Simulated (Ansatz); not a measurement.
Consider Ag in the fcc (Cu type) structure (space group Fm-3m, No. 225; relaxed with 0.1 eV smearing).

```xyz
1
Lattice="0.0000 2.0269 2.0269 2.0269 0.0000 2.0269 2.0269 2.0269 0.0000" Properties=species:S:1:pos:R:3 pbc="T T T"
Ag     0.0000     0.0000     0.0000
```

Cartesian axes are those of the cell as printed.

The values are results of PBEsol in Ansatz (plane waves to 420 eV, PAW, no SOC), not measurements.

It is then changed as follows: biaxial strain −2.50 %, plane normal [111], relaxed out of plane (Cartesian); in-plane vectors clamped, the third vector and the atoms free.

### Question
Predict the new energy relative to the base, out-of-plane strain and in-plane stress.

### Answer
The energy goes up by 15 meV/atom; the out-of-plane strain is +2.15 %; the mean in-plane stress (compression positive) is +6.3 GPa.

Stability against distortions was not tested.

Ansatz is a quantum-chemistry and plane-wave program.
